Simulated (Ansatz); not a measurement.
The starting structures come from a database of crystals and need not be the phases stable at ambient conditions.

Inside the gap of an insulator the Bloch states are evanescent, with a wavenumber k + iκ along the transport direction.

Input:

```
CELL_PARAMETERS angstrom
      6.73066     0.00000     0.00000
     -1.98625     6.52824     0.00000
      0.00000     1.14256     3.68949
ATOMIC_POSITIONS crystal
  Ta 0.79280 0.79540 0.60230
  Ta 0.20720 0.20460 0.39770
  Ta 0.80456 0.37704 0.31148
  Ta 0.19544 0.62296 0.68852
  N  0.85246 0.48308 0.75846
  N  0.14754 0.51692 0.24154
  N  0.86278 0.10844 0.44578
  N  0.13722 0.89156 0.55422
  O  0.49375 0.71888 0.64056
  O  0.50625 0.28112 0.35944
  O  0.20986 0.26984 0.86508
  O  0.79014 0.73016 0.13492
```

Space group of this cell: C2/m. The cell is taken as given; by r2SCAN its mean pressure is -1.2 GPa.

Transport runs along the normal of the first two printed cell vectors.

The gap is the functional's own. No spin-orbit coupling. Mid-gap values are interpolated on the energy grid.

State the band gap and the smallest decay constant κ at mid-gap according to r2SCAN (Ansatz, a program for electronic structure).

Gap 2.66 eV on a 6×8×8 mesh; κ = 0.289 1/Å, at (0.500, 0.000) of the in-plane reciprocal vectors. At the zone centre, at the nearest computed energy, the slowest state has κ = 0.30 1/Å.
